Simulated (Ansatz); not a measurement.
## A computed series for PbTe: response to strain

Base system: PbTe in the rock salt structure (space group Fm-3m, No. 225).

```yaml
crystal:
  lattice:
    - [0.00000, 3.26715, 3.26715]
    - [3.26715, 0.00000, 3.26715]
    - [3.26715, 3.26715, 0.00000]
  atoms:
    - { symbol: Te, position: [0.50000, 0.50000, 0.50000] }
    - { symbol: Pb, position: [0.00000, 0.00000, 0.00000] }
```

Cartesian axes are those of the cell as printed.

Strains are applied to the cell and any free atomic positions relax; under biaxial strain the out-of-plane vector relaxes too.

Level of theory: r2SCAN/PAW in Ansatz (an electronic-structure program), no SOC.

Notes on the quantities. in-plane stress: mean in-plane stress (compression positive).

```json
[
 {"variant": "base", "band gap": "1.09 eV", "volume per atom": "34.87 Å³", "in-plane stress": "–", "electron mass": "0.34 mₑ along k, 0.12 mₑ across (at L)"},
 {"variant": "biaxial strain +0.42 %, plane normal [111], relaxed out of plane", "band gap": "1.04 eV", "volume per atom": "35.02 Å³", "in-plane stress": "-0.3 GPa", "electron mass": "0.35 mₑ along k, 0.12 mₑ across (at L)"},
 {"variant": "biaxial strain +0.83 %, plane normal [111], relaxed out of plane", "band gap": "1.00 eV", "volume per atom": "35.16 Å³", "in-plane stress": "-0.5 GPa", "electron mass": "0.36 mₑ along k, 0.12 mₑ across (at L)"},
 {"variant": "biaxial strain +1.25 %, plane normal [111], relaxed out of plane", "band gap": "0.95 eV", "volume per atom": "35.30 Å³", "in-plane stress": "-0.8 GPa", "electron mass": "0.37 mₑ along k, 0.12 mₑ across (at L)"},
 {"variant": "biaxial strain +1.67 %, plane normal [111], relaxed out of plane", "band gap": "0.90 eV", "volume per atom": "35.44 Å³", "in-plane stress": "-1.0 GPa", "electron mass": "0.38 mₑ along k, 0.12 mₑ across (at L)"},
 {"variant": "biaxial strain +2.08 %, plane normal [111], relaxed out of plane", "band gap": "0.85 eV", "volume per atom": "35.58 Å³", "in-plane stress": "-1.2 GPa", "electron mass": "0.38 mₑ along k, 0.12 mₑ across (at L)"},
 {"variant": "biaxial strain +2.50 %, plane normal [111], relaxed out of plane", "band gap": "0.81 eV", "volume per atom": "35.71 Å³", "in-plane stress": "-1.5 GPa", "electron mass": "0.39 mₑ along k, 0.12 mₑ across (at L)"}
]
```

With Pb and Te present, leaving out spin-orbit coupling can change the band edges. Masses are band curvatures over ±0.01 Å⁻¹ around the edge. Along k means along the line from Γ to the band edge. Whether these cells are dynamically stable was not tested.
